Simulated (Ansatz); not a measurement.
**Phonon-limited transport in HfGeTe (P4/nmm)**

Consider the following.

```yaml
crystal:
  lattice:
    - [3.81334, 0.00000, 0.00000]
    - [0.00000, 3.81334, 0.00000]
    - [0.00000, 0.00000, 8.33488]
  atoms:
    - { symbol: Hf, position: [0.00000, 0.50000, 0.75242] }
    - { symbol: Hf, position: [0.50000, 0.00000, 0.24758] }
    - { symbol: Ge, position: [0.00000, 0.00000, 0.00000] }
    - { symbol: Ge, position: [0.50000, 0.50000, 0.00000] }
    - { symbol: Te, position: [0.50000, 0.00000, 0.62024] }
    - { symbol: Te, position: [0.00000, 0.50000, 0.37976] }
```

Level of theory: LDA, DFPT electron-phonon coupling, linearised Boltzmann equation (plane waves, PAW, scalar-relativistic; Ansatz, a quantum-chemistry and plane-wave program). How the cell was made: relaxed with this functional, without spin-orbit coupling.

```yaml
resistivity at 500 K: 29 (x), 29 (y), 185 (z) μΩ·cm
drude_plasma_energy: 3.6 (x), 3.6 (y), 1.31 (z) eV
```

A metal at this level (no band gap). Only scattering by harmonic phonons is included (no impurities, grain boundaries, electron-electron scattering or thermal expansion). Spin-orbit coupling is left out, which matters with elements this heavy. Values near or above 100 μΩ·cm, or paths under about 2 nm, lie near resistivity saturation, where the Boltzmann equation overshoots. Halving the electron mesh (24x24x12) moves the resistivity by up to 15 % at 500 K. Smearing 0.20 eV; phonons on a 4x4x2 q mesh, which this run doesn't test.

Formula and space group known from diffraction (Crystallography Open Database), not checked to be the room-temperature form: HfGeTe (P4/nmm).
